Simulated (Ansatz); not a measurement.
Base system: NaOH (space group P2_1/m, No. 11; a = 3.405 Å, b = 3.371 Å, c = 5.698 Å, α = 90.00°, β = 107.23°, γ = 90.00°; layered, stacked along the Cartesian z axis).

Computed with Ansatz (a program for electronic structure), PBEsol, PAW, cutoff 420 eV, no SOC.

One change was made to it. Results:

```tsv
quantity	base	after
volume per atom	10.41 Å³	8.98 Å³
band gap	2.99 eV	3.77 eV
valence-band top at Γ (three highest levels, from the VBM)	0.00, -0.23, -0.30 eV	0.00, -0.30, -0.68 eV
width of the top valence band	1.04 eV	1.06 eV
```

**Question.** Name the change that was made.
A. pressure 9 GPa
B. pressure 0.9 GPa
C. pressure 4.5 GPa
D. pressure −1 GPa
E. pressure 15 GPa

**Answer.** C, pressure 4.5 GPa. For comparison, the band gap in the other runs: pressure 9 GPa gives 4.12 eV; pressure 15 GPa gives 4.52 eV; pressure −1 GPa gives 2.82 eV; pressure 0.9 GPa gives 3.10 eV.

From pressure 15 GPa on, the axis ratios lie over 15 % from the base's, so the cell there is far from its starting form. Load acts through the strain it causes; cell and atoms are relaxed under it. Stability against distortions was not tested. No other phases were tried under pressure. No dispersion term is included in the PBEsol runs.
